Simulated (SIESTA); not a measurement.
SIESTA run on Mg6CuBi (Amm2, 8 atoms in the cell): self-consistent single point.

Method of the run: GGA PBEsol with spin-orbit coupling, numerical atomic orbitals TZP, PseudoDojo PBEsol fully relativistic norm-conserving potentials (rewritten from UPF to PSML) (SIESTA).

```xyz
8
Lattice="4.9849 0.0000 0.0000 0.0000 3.2458 5.4575 0.0000 -3.2458 5.4575" Properties=species:S:1:pos:R:3 pbc="T T T"
Mg     2.4924     1.6122     6.3788
Mg     2.4924    -1.6122     6.3788
Mg     0.0000     1.7584     4.5314
Mg     0.0000    -1.7584     4.5314
Mg     0.0000     0.0000     7.3256
Mg     0.0000     0.0000     1.7414
Cu     2.4924     0.0000     9.1253
Bi     2.4924     0.0000     3.6469
```

Reference input (self-consistent single point, DFT, GGA PBEsol, numerical atomic orbitals TZP, PseudoDojo PBEsol standard norm-conserving potentials (rewritten from UPF to PSML)): XC.functional = GGA; XC.authors = PBEsol; potentials = PseudoDojo PBEsol standard; PAO.BasisSize = TZP; PAO.EnergyShift = 0.01 Ry; MeshCutoff = 350 Ry; kgrid.MonkhorstPack = 4 3 3; OccupationFunction = MP; OccupationMPOrder = 0; ElectronicTemperature = 1578.21 K; MaxSCFIterations = 150; SCF.Mixer.Method = Broyden. This run's input differs from it in these lines:

```diff
@@ -1,2 +1,2 @@
-# files in the folder: Mg.psml Cu.psml Bi.psml (PseudoDojo PBEsol standard)
+# files in the folder: Mg.psml Cu.psml Bi.psml (PseudoDojo PBEsol fully relativistic)
 SystemName  Mg6CuBi
@@ -42,2 +42,13 @@
 ElectronicTemperature        1578.21 K
+Spin                         spin-orbit
+%block DM.InitSpin
+  1 0.00 0.00 0.00
+  2 0.00 0.00 0.00
+  3 0.00 0.00 0.00
+  4 0.00 0.00 0.00
+  5 0.00 0.00 0.00
+  6 0.00 0.00 0.00
+  7 0.00 0.00 0.00
+  8 0.00 0.00 0.00
+%endblock DM.InitSpin
```

The program printed (abridged):

```
        iscf     Eharris(eV)        E_KS(eV)     FreeEng(eV)     dDmax    Ef(eV) dHmax(eV)
   scf:    1   -15061.691747   -16396.453921   -16396.520819  1.551762 -0.253469185.357213
     spin moment: {S} , |S| = {   -0.00000   -0.00000   -0.00000 }     0.00000
   scf:    2   -16338.513526   -16927.063024   -16927.098268  1.369070 -3.153885 94.688648
     spin moment: {S} , |S| = {    0.00000    0.00000    0.00000 }     0.00000
   scf:    3   -17063.262409   -17001.154737   -17001.172656  1.046239 -3.030490 59.821838
     spin moment: {S} , |S| = {   -0.00000   -0.00000    0.00000 }     0.00000
   [... lines left out ...]
     spin moment: {S} , |S| = {   -0.00000   -0.00000    0.00000 }     0.00000
   scf:   21   -17047.277598   -17047.277593   -17047.300692  0.000022 -2.892766  0.002212
     spin moment: {S} , |S| = {    0.00000    0.00000   -0.00000 }     0.00000
   scf:   22   -17047.277596   -17047.277592   -17047.300692  0.000014 -2.892798  0.001070
     spin moment: {S} , |S| = {   -0.00000    0.00000    0.00000 }     0.00000
   scf:   23   -17047.277594   -17047.277592   -17047.300692  0.000008 -2.892820  0.000429
     spin moment: {S} , |S| = {   -0.00000    0.00000    0.00000 }     0.00000
SCF Convergence by DM+H criterion
max |DM_out - DM_in|         :     0.0000082609
max |H_out - H_in|      (eV) :     0.0004288634
SCF cycle converged after 23 iterations

Using DM_out to compute the final energy and forces

siesta: E_KS(eV) =           -17047.2776

siesta: E_KS - E_eggbox =    -17047.2776

siesta: Atomic forces (eV/Ang):
     1   -0.000000    0.000440    0.052519
     2    0.000000   -0.000440    0.052519
     3   -0.000000   -0.209148   -0.179850
     4    0.000000    0.209148   -0.179850
     5    0.000000    0.000000   -0.015329
     6    0.000000   -0.000000    0.247272
     7   -0.000000   -0.000000   -0.023304
     8   -0.000000   -0.000000    0.003494
   Tot    0.000000   -0.000000   -0.042528
   Max    0.247272
   Res    0.095662    sqrt( Sum f_i^2 / 3N )
   Max    0.247272    constrained

   [... lines left out ...]
siesta: FreeEng =    -17047.300692
   [... lines left out ...]
siesta:     0.010708   -0.000000   -0.000000
siesta:    -0.000000    0.003033    0.000000
siesta:    -0.000000    0.000000    0.007549

siesta: Cell volume =        176.602650 Ang**3

siesta: Pressure (static):
siesta:                Solid            Molecule  Units
siesta:          -0.00007729         -0.00004967  Ry/Bohr**3
siesta:          -0.00709676         -0.00456081  eV/Ang**3
siesta:         -11.37025856         -7.30721536  kBar
```

The run converged in 23 iterations. Against the reference run the pressure moves little (-1.18 to -1.14 GPa) and the largest force goes from 0.293 to 0.276 eV/Å. The full log also holds: “initDM: WARNING: atom 1 has a closed-shell and cannot be polarized”. The full log also holds: “initDM: WARNING: atom 2 has a closed-shell and cannot be polarized”.

The starting cell comes from a database of computed structures (which also holds hypothetical and non-ambient phases and stackings), without a prior relaxation at this level. Values carry the incompleteness of an atom-centred basis.

Cost on one core of a shared machine: roughly 2 min.
